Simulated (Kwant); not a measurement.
Device: wire with an abrupt hard-wall neck in a Ge (holes) two-dimensional gas. Effective mass 0.06 mₑ, grid spacing 5 nm, hard walls, nominal width 100 nm (19 grid rows, so walls 100 nm apart), one parabolic valley, scattering region 300 nm long along x; energies count from the band bottom; Fermi energy swept from 0.00031336 to 0.0182 eV. Central neck 63 nm wide and 140 nm long.

The device is made up for the run: typed textbook-type constants, with dimensions and the other settings drawn at random.

Model: effective-mass tight-binding model on a square grid, one spin, coherent transport at 0 K (Kwant). Conductance is in e²/h.

Q: How many channels do the leads carry at E = 6.53, 17.2 meV?

A: The hard-wall thresholds are n² ħ²π²/(2mW²) = n² × 0.627 meV with W = 100 nm. √(6.53/0.627) = 3.23, so 3. √(17.2/0.627) = 5.23, so 5.
